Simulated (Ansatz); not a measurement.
# Effect of uniaxial strain ε_zz = −1.80 % on Ag2O

The reference is Ag$_{2}$O (space group Pn-3m, No. 224; a = 4.707 Å). Axes: x, y, z lie along the cube axes.

Now apply this change: the cell is compressed by 1.80 % along z with no lateral relaxation; the atoms relax in the strained cell.

The values are results of PBEsol/PAW in Ansatz (a quantum-chemistry and plane-wave program), without spin-orbit coupling, not measurements. Settings: 7×7×7 k-points, 0.05 eV Fermi–Dirac smearing.

The volume per atom decreases by 0.31 Å³, from 17.38 Å³ to 17.07 Å³ and the space group changes from Pn-3m (No. 224) to P4_2/nnm (No. 134). The shortest interatomic distance drops by 0.012 Å to 2.026 Å and the energy grows by 1.6 meV/atom. The pressure (mean of the normal stresses, compression positive) goes from zero to 1.7 GPa and the band gap stays zero. The stress (xx, yy, zz, yz, xz, xy; compression positive) is (1.6, 1.6, 1.7, 0.0, 0.0, 0.0) GPa (rough).

Without a gap, meshes like the base's 7×7×7 leave anisotropic stresses uncertain by several tenths of a GPa, and small strain energies with them. Stability against distortions was not tested. No Hubbard U is applied, and correlation can decide whether such a compound is a metal. The final runs are not spin-polarised. A zero or small gap of Ag2O can be the functional's error rather than a property of the material.
